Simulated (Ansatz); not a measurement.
Start from Os in the hcp (Mg type) structure (space group P6_3/mmc, No. 194; a = 2.7389 Å, c = 4.3168 Å). Axes: x lies along a and z along c of the hexagonal cell.

The values are results of Ansatz (an electronic-structure program), r2SCAN, PAW, cutoff 500 eV, spin-orbit coupling left out, earlier PAW set, not measurements.

Before the change:

```
Property                         Value
-----------------------------  -------
Shortest interatomic distance  2.676 Å
```

One thing is altered: a free-standing slab of 6 layers (6 atoms, 1 a layer) is cut normal to the z axis, with 15 Å of vacuum and the in-plane cell held at bulk.

Q: What does the calculation give for the shortest interatomic distance after the change?

A: The shortest interatomic distance drops by 0.070 Å, from 2.676 Å to 2.606 Å.

Q: Estimate the effect on the excess energy per area of both faces.

A: The excess energy per area of both faces (slab less bulk energy over the cell's area: twice a surface energy) comes out as 6.4 J/m² (uncertain by up to 0.1 J/m²).

Slab and bulk use different k-meshes, which limits the precision of the excess energy. No phonon test of stability was made. The final runs are not spin-polarised.
